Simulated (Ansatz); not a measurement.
The parent structure is GaN in the zinc blende structure (space group F-43m, No. 216; a = 4.498 Å). Axes: x, y, z lie along the cube axes.

Method: DFT with PBEsol, PAW potentials and a 420 eV plane-wave cutoff in Ansatz (an electronic-structure program), no spin-orbit coupling, earlier PAW set.

Free-standing slabs (2 atom(s) a layer) normal to [110] with 15 Å of vacuum; in-plane cell held at bulk.

One change was made to it. Results:

```tsv
quantity	base	after
gap character	–	indirect, k = (0.100, 0.429, 0) in the run's primitive reciprocal basis → Γ
band gap	1.70 eV	2.28 eV
```

Question: Which of these changes matches the shifts?
(A) 2 layers
(B) 1 layer
(C) 7 layers

Answer: A, 2 layers. For comparison, the band gap in the other runs: 1 layer gives 1.62 eV; 7 layers gives 1.55 eV.

Whether these cells are dynamically stable was not tested. This is not the structure that GaN has at room temperature and ambient pressure. k-point labels follow each cell's own Brillouin zone.
